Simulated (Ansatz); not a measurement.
System: SiGe (P6₃mc, No. 186, 4 atoms in the cell; start mp-978534). Method: r²SCAN+rVV10 in Ansatz (PAW).

Run with plane-wave cutoff 560 eV, 12×12×6 k mesh (along the axes of the cell as run), Fermi–Dirac smearing 0.01 eV, scalar-relativistic PAW data made under PBE.

Cell (relaxed at this level):

```
GeSi
1.0
    3.89395     0.00000     0.00000
   -1.94697     3.37226     0.00000
    0.00000     0.00000     6.44102
Si Ge
2 2
Direct
  0.66667   0.33333   0.87440
  0.33333   0.66667   0.37440
  0.66667   0.33333   0.50060
  0.33333   0.66667   0.00060
```

**Question.** What does this level give for the band gap?

**Answer.** 
band gap: 0.61 eV (on the SCF k mesh)

Note: the relaxation could not lower the start's symmetry, so the cell can be a saddle point above a distorted one.

Spin–orbit coupling is not included.

Computed values are for the static lattice.

A start named mp-… is a Materials Project structure, which need not be a measured phase.

Ansatz is an electronic-structure program.
